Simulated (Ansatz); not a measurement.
The parent structure is ZrN in the rock salt structure (space group Fm-3m, No. 225; a = 4.553 Å; relaxed with 0.1 eV smearing).

The values are results of PBEsol, PAW, 420 eV (Ansatz, an electronic-structure program; scalar-relativistic without spin-orbit coupling), earlier PAW set, not measurements.

Before the change:

The pressure is 0.0 GPa.

One thing is altered: the cell is scaled by 1.0147 in all directions; the atoms relax in the strained cell.

**Question.** How does this affect the pressure?

**Answer.** The pressure goes from zero to -10.7 GPa.

**Question.** Predict the new energy relative to the base.

**Answer.** The energy rises by 18 meV/atom.

No phonon test of stability was made. The final runs are not spin-polarised. An odd electron count without spin: ZrN.
